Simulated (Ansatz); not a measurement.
Structures of equal composition on the (111)B surface of zinc-blende InSb (Sb plane on top): 2x2 Si adatom at H3; 2x2 Si adatom at T4. The slabs share one bottom face, and each structure is named by its start. These are constructed structures in small cells; real faces may alloy, dewet or reconstruct in larger ones, and not all known structures of the face are among them. Slabs of about 16 Å with all that they carry, Fermi-Dirac smearing of 0.025 eV. Bottom of the slabs: H caps. Relaxed from the named starts with such symmetry as they have, on meshes of like density; energies extrapolated to zero smearing; no spin-orbit coupling, no U. Spin-polarised runs, if any, are marked in brackets, and their order is one that fits the cell; the others ran without spin. Where a second, spin-polarised start was run, the lower counts.

Host crystal: zinc-blende InSb, a metal or without a clear band gap (PBE, scalar-relativistic without spin-orbit coupling).

These are PBE (plane waves to 420 eV, PAW; Ansatz, an electronic-structure program) values and carry that method's errors.

Problem. Order them by energy per 1x1 cell (lowest first) at the level PBE.

Solution. 2x2 Si adatom at H3 (0.000 eV [spin start, no net moment], no gap over 0.04 eV on the mesh), 2x2 Si adatom at T4 (0.029 eV [spin, 0.8 μB a cell], no gap over 0.04 eV on the mesh)
